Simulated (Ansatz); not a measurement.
**InBi (F-43m, No. 216, 2 atoms in the cell; start mp-1001833)**

Method: r²SCAN+rVV10 in Ansatz (PAW).

Run with plane-wave cutoff 560 eV, 14×14×14 k mesh, Fermi–Dirac smearing 0.05 eV, scalar-relativistic PAW data made under PBE.

Cell (relaxed at this level):

```
CELL_PARAMETERS angstrom
      0.00000     3.35870     3.35870
      3.35870     0.00000     3.35870
      3.35870     3.35870     0.00000
ATOMIC_POSITIONS crystal
  In 0.00000 0.00000 0.00000
  Bi 0.25000 0.25000 0.25000
```

| Quantity | Value |
|---|---|
| band gap | zero (no gap) |

Note: the relaxation could not lower the start's symmetry, so the cell can be a saddle point above a distorted one.

Spin–orbit coupling is not included; it can shift volumes and moduli of such heavy elements.

It cost roughly 4 core-minutes of CPU time.

A start named mp-… is a Materials Project structure, which need not be a measured phase.

Ansatz is an electronic-structure program.
